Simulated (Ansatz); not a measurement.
The reference is Ag2O (space group Pn-3m, No. 224; a = 4.8124 Å).

Computed with plane-wave PAW DFT at the PBE level (Ansatz, a program for electronic structure, 420 eV), no spin-orbit coupling.

Before the change:

| Quantity | Value |
|---|---|
| Pressure | 0.0 GPa |
| Band gap | zero |

Perturbation: an isotropic linear strain of +3.00 %, atoms relaxed at fixed cell.

### Question
What does the calculation give for the energy relative to the base after the change?

### Answer
The energy rises by 29 meV/atom.

### Question
Predict the new pressure.

### Answer
The pressure goes from zero to -4.9 GPa.

### Question
How does this affect the band gap?

### Answer
The band gap stays zero.

The mesh was chosen for an insulator and is coarse for the gapless case. Stability against distortions was not tested. No Hubbard U is applied, and correlation can decide whether such a compound is a metal. The final runs are not spin-polarised. The zero or small gap of Ag2O can change with the level of theory.
